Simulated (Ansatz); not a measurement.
The reference is HfS$_{2}$ in the CdI2 type structure (space group P-3m1, No. 164; a = 3.547 Å, c = 5.577 Å; layered, stacked along the Cartesian z axis). Axes: x lies along a and z along c of the hexagonal cell.

Computed with Kohn–Sham DFT with the PBEsol-D3(BJ) functional, run in Ansatz (a quantum-chemistry and plane-wave program) with PAW and 420 eV plane waves, no spin-orbit coupling.

Strains are applied to the cell and any free atomic positions relax; under biaxial strain the out-of-plane vector relaxes too.

One change was made to it. Results:

| quantity | base | after |
|---|---|---|
| pressure (mean of the normal stresses, compression positive) | 0.01 GPa | 3.25 GPa |
| smallest direct gap | 1.50 eV | 1.27 eV |
| shortest interatomic distance | 2.516 Å | 2.498 Å |
| valence-band top at Γ (three highest levels, from the VBM) | 0.00, -0.29, -0.29 eV | 0.00, -0.07, -0.07 eV |

**Question.** Which of these changes matches the shifts?
A) biaxial strain −2.50 %, plane normal [001], relaxed out of plane
B) biaxial strain +1.50 %, plane normal [001], relaxed out of plane
C) biaxial strain −2.00 %, plane normal [001], relaxed out of plane
D) biaxial strain +1.00 %, plane normal [001], relaxed out of plane

**Answer.** A, biaxial strain −2.50 %, plane normal [001], relaxed out of plane. For comparison, the valence-band top at Γ in the other runs: biaxial strain −2.00 %, plane normal [001], relaxed out of plane gives 0.00, -0.11, -0.11 eV; biaxial strain +1.00 %, plane normal [001], relaxed out of plane gives 0.00, -0.37, -0.37 eV; biaxial strain +1.50 %, plane normal [001], relaxed out of plane gives 0.00, -0.41, -0.41 eV.

With Hf present, leaving out spin-orbit coupling can change the band edges. No phonon test of stability was made. A zero or small gap of HfS2 under biaxial strain −2.50 %, plane normal [001], relaxed out of plane and HfS2 under biaxial strain −2.00 %, plane normal [001], relaxed out of plane can be the functional's error rather than a property of the material.
